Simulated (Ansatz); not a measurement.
Reference: BP (F-43m), HSE06, rigid bands (plane waves, PAW, scalar-relativistic; Ansatz, an electronic-structure program); geometry: cell and atoms relaxed with PBEsol.

BP is taken in the cubic space group F-43m (No. 216), the zinc blende structure, Pearson symbol cF8. Lattice parameters: a = b = c = 4.520 Å, α = β = γ = 90.00°. B on 4a sees 4 P at 1.957 Å (tetrahedral). P on 4d is coordinated by 4 B at 1.957 Å (tetrahedral). (Neighbours: up to the widest gap in distance over summed covalent radii, below 1.35, at either atom.)
(The calculation used a cell of 2 atoms; values per cell refer to that cell.)

band gap: 1.95 eV
electron conductivity mass: 0.32 mₑ
Seebeck coefficient, n-type 1e19 cm⁻³: -331 μV/K

**Question.** Replace B by In on the same sites and relax. What happens?

**Answer.** InP (F-43m): volume per atom 11.5 to 25.4 Å³; band gap falls (1.95 eV to 1.44 eV); electron conductivity mass falls (0.32 mₑ to 0.095 mₑ); Seebeck coefficient, n-type 1e19 cm⁻³ falls in size (-331 μV/K to -61 μV/K).

**Question.** Replace B by Al on the same sites and relax. What happens?

**Answer.** AlP (F-43m): volume per atom 11.5 to 20.5 Å³; band gap rises (1.95 eV to 2.28 eV); electron conductivity mass stays about the same (0.32 mₑ to 0.33 mₑ); Seebeck coefficient, n-type 1e19 cm⁻³ falls in size (-331 μV/K to -260 μV/K).

Moves up to 5 % count as about the same. Masses are for dilute carriers at 300 K, harmonic means over directions unless an axis is named. Seebeck coefficients are for the stated density at 300 K, with one relaxation time for all states and whether or not that doping can be reached. Spin-orbit coupling is left out.
